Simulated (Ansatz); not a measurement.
## Parameter sweep on Si2Ag (I4/mmm, 3 atoms in the cell)

```xyz
3
Lattice="-1.6105 1.6105 3.9418 1.6105 -1.6105 3.9418 1.6105 1.6105 -3.9418" Properties=species:S:1:pos:R:3 pbc="T T T"
Ag     0.0000     0.0000     0.0000
Si     0.0000     0.0000     2.6434
Si     0.0000     0.0000     5.2402
```

Base run A: PBE (Ansatz, a program for electronic structure), self-consistent single point.

Its settings: basis.ecutwfc = 420 eV; kpoints.mp_grid.grid = 10 10 10; kpoints.mp_grid.shift = 0.5 0.5 0.5; hamiltonian.xc = pbe; hamiltonian.pseudopotentials = {kind: paw} (the program's default PAW files); scf.occupations.method = methfessel_paxton; scf.occupations.width = 0.1 eV.

The starting cell was generated: these elements placed on a structure prototype, without a prior relaxation; it need not be a known phase or ordering of this composition. Its lattice was rescaled by a random factor within 2.5 % of one. In the base run, with a pressure of about 31 GPa the cell is away from its equilibrium volume at this level. In the base run, forces exceed 1 eV/Å. Ansatz's pressure includes its estimate of the finite-basis (Pulay) stress.

ΔF is the free energy per atom less that of run A. 

The first pressure column holds Ansatz's estimate of the finite-basis (Pulay) stress, which hides part of the cutoff error; the other is without it.

In some runs the Pulay estimate is large (up to 43 GPa), a sign of a cutoff far from converged.

Runs:
- B: lattice scaled by 0.97
- C: lattice scaled by 0.97; basis.ecutwfc: 420 eV → 250 eV
- D: lattice scaled by 0.985
- E: lattice scaled by 0.985; basis.ecutwfc: 420 eV → 250 eV
- F: lattice scaled by 1.015
- G: lattice scaled by 1.015; basis.ecutwfc: 420 eV → 250 eV
- H: lattice scaled by 1.03
- I: lattice scaled by 1.03; basis.ecutwfc: 420 eV → 250 eV
- J: basis.ecutwfc: 420 eV → 250 eV

| run | ΔF (meV/atom) | pressure (GPa) | largest force (eV/Å) | pressure at a fixed set of plane waves (GPa) |
|---|---|---|---|---|
| A | 0.00 | 30.80 | 1.154 | 30.75 |
| B | 310.0 | 54.34 | 1.464 | 54.28 |
| C | 807.8 | 54.53 | 1.504 | 11.07 |
| D | 135.6 | 41.47 | 1.294 | 41.41 |
| E | 632.7 | 41.83 | 1.329 | 0.21 |
| F | -101.8 | 21.86 | 1.035 | 21.81 |
| G | 392.1 | 22.68 | 1.071 | -15.82 |
| H | -173.8 | 14.41 | 0.921 | 14.36 |
| I | 315.8 | 15.75 | 0.954 | -21.52 |
| J | 494.7 | 31.40 | 1.188 | -8.54 |

Run G against A: The free energy goes up by 392 meV/atom, the pressure goes from 30.80 to 22.68 GPa and the largest force goes from 1.154 to 1.071 eV/Å.

Run B against A: The free energy goes up by 310 meV/atom, the pressure goes from 30.80 to 54.34 GPa and the largest force goes from 1.154 to 1.464 eV/Å.

Run I against A: The free energy rises by 316 meV/atom, the pressure goes from 30.80 to 15.75 GPa and the largest force goes from 1.154 to 0.954 eV/Å.

Keys are those of Ansatz 0.2.
